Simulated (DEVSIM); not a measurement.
System: illuminated InP p-on-n cell, one wavelength, at 400 K.

```
layer (left to right)  material  thickness (μm)  Nd (cm⁻³)  Na (cm⁻³)   τn (s)   τp (s)  absorption coefficient (cm⁻¹)
---------------------  --------  --------------  ---------  ---------  -------  -------  -----------------------------
1                           InP          0.0790          -     2.3e18  2.6e-10  2.6e-10                          56000
2                           InP            1.40     2.9e16          -     2e-8     2e-8                          56000
```

Left contact: ohmic, minority electron recombination velocity 20000 cm/s. Right contact: ohmic, minority hole recombination velocity 10 cm/s. Voltage is applied to the left contact. Recombination: SRH at mid-gap, radiative, Auger. Light enters at the left, 1.4e17 photons cm⁻² s⁻¹, one pass, no reflection. Mobility is μmin + (μ − μmin)/(1 + (N/Nref)^α).

The device is made up for the run: typed textbook-type constants, with dimensions and the other settings drawn at random. Values at 300 K; Nc and Nv go as T^1.5, mobilities as T to minus their exponent, the gap by Varshni's rule with the affinity fixed.

```csv
parameter,InP
gap (eV),1.344
affinity (eV),4.38
permittivity,12.5
Nc (cm⁻³),5.7e17
Nv (cm⁻³),1.1e19
μn (cm²/Vs),5200
μp (cm²/Vs),170
"μn,min",400
"μp,min",10
"Nref,n",3e17
"Nref,p",4.9e17
αn,0.47
αp,0.62
T exponent of μn,2
T exponent of μp,2
B (cm³/s),1.2e-10
Cn (cm⁶/s),9e-31
Cp (cm⁶/s),9e-31
Varshni α (eV/K),0.000363
Varshni β (K),162
```

DEVSIM, 1D drift-diffusion, Boltzmann statistics, complete ionisation; no tunnelling, impact ionisation, image-force lowering or self-heating.

Base results: open-circuit voltage (V) 0.704; short-circuit current (mA/cm²) 22.2; largest power (mW/cm²) 12.0; dark forward voltage at 1 A/cm² (V) 0.851.

What follows from this one change: recombination velocity at the left contact 20000 → 1e+07 cm/s?

open-circuit voltage 0.704 → 0.645 V; short-circuit current 22.2 → 19.5 mA/cm²; largest power 12.0 → 9.73 mW/cm²; dark forward voltage at 1 A/cm² 0.851 → 0.786 V.

What follows from this one change: thickness of layer 2 1.4 → 0.28 μm?

open-circuit voltage 0.704 → 0.727 V; short-circuit current 22.2 → 19.3 mA/cm²; largest power 12.0 → 10.5 mW/cm²; dark forward voltage at 1 A/cm² 0.851 → 0.896 V.

What follows from this one change: recombination velocity at the right contact 10 → 1e+06 cm/s?

open-circuit voltage 0.704 → 0.668 V; short-circuit current 22.2 → 21.7 mA/cm²; largest power 12.0 → 11.1 mW/cm²; dark forward voltage at 1 A/cm² 0.851 → 0.809 V.
